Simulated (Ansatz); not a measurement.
Total g(r) from a molecular-dynamics run [in the run: under uneven stress (diagonal components 1.0 GPa apart); Γ point only, which a denser mesh shifts by 0.0 GPa in pressure and 0.02 eV/Å in forces]. The numbers are results of PBE (plane waves, PAW; Ansatz, a program for electronic structure), not measurements.

| r (Å) | g(r) |
|---|---|
| 1.02 | 0.00 |
| 1.14 | 0.00 |
| 1.26 | 0.00 |
| 1.38 | 0.00 |
| 1.50 | 0.00 |
| 1.62 | 0.00 |
| 1.74 | 0.01 |
| 1.86 | 0.35 |
| 1.98 | 1.35 |
| 2.10 | 1.99 |
| 2.22 | 1.63 |
| 2.34 | 1.34 |
| 2.46 | 1.26 |
| 2.58 | 1.36 |
| 2.70 | 1.36 |
| 2.82 | 1.08 |
| 2.94 | 0.80 |
| 3.06 | 0.62 |
| 3.18 | 0.58 |
| 3.30 | 0.58 |
| 3.42 | 0.73 |
| 3.54 | 0.96 |
| 3.66 | 1.09 |
| 3.78 | 1.16 |
| 3.90 | 1.20 |
| 4.02 | 1.17 |
| 4.14 | 1.20 |
| 4.26 | 1.27 |
| 4.38 | 1.30 |
| 4.50 | 1.26 |
| 4.62 | 1.07 |
| 4.74 | 0.87 |
| 4.86 | 0.72 |
| 4.98 | 0.66 |
| 5.10 | 0.69 |
| 5.22 | 0.79 |

Task: Which system gave this curve?
A) AlN (zinc blende; a metastable form), crystal, 2794 K
B) SiC (zinc blende; 3C polytype), crystal, 287 K, 1.8 GPa
C) ZrO2 (fluorite type; a high-temperature form), crystal, 1914 K
D) GaN (wurtzite), crystal, 295 K, 3.9 GPa

Result: C, ZrO2 (fluorite type; a high-temperature form), crystal, 1914 K
